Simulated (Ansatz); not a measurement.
**Effect of isotropic strain +2.40 % on SnO**

The reference is SnO (space group P4/nmm, No. 129; a = 3.837 Å, c = 4.759 Å; layered, stacked along the Cartesian z axis).

The change: an isotropic linear strain of +2.40 %, atoms relaxed at fixed cell.

Calculations: PBE-D3(BJ) in Ansatz (plane waves to 420 eV, PAW, scalar-relativistic without spin-orbit coupling). Γ-centred 12×12×10 mesh, Fermi–Dirac width 0.05 eV.

```tsv
quantity	base	changed	shift
volume per atom	17.52 Å³	18.81 Å³	+1.29 Å³
space group	P4/nmm (No. 129)	P4/nmm (No. 129)	–
shortest interatomic distance	2.241 Å	2.269 Å	+0.0275 Å
energy relative to the base (free energy F)	0 meV/atom	+13 meV/atom	+13 meV/atom
pressure (mean of the normal stresses, compression positive)	0.0 GPa	-3.0 GPa	-3.0 GPa
band gap (an upper bound: an edge found on the path is not a true extremum; the changed cell)	zero	0.53 eV	–
largest internal atomic displacement	–	0.052 Å	–
```

No phonon test of stability was made. The final runs are not spin-polarised. A zero or small gap of SnO can be the functional's error rather than a property of the material.

Ansatz is a quantum-chemistry and plane-wave program.
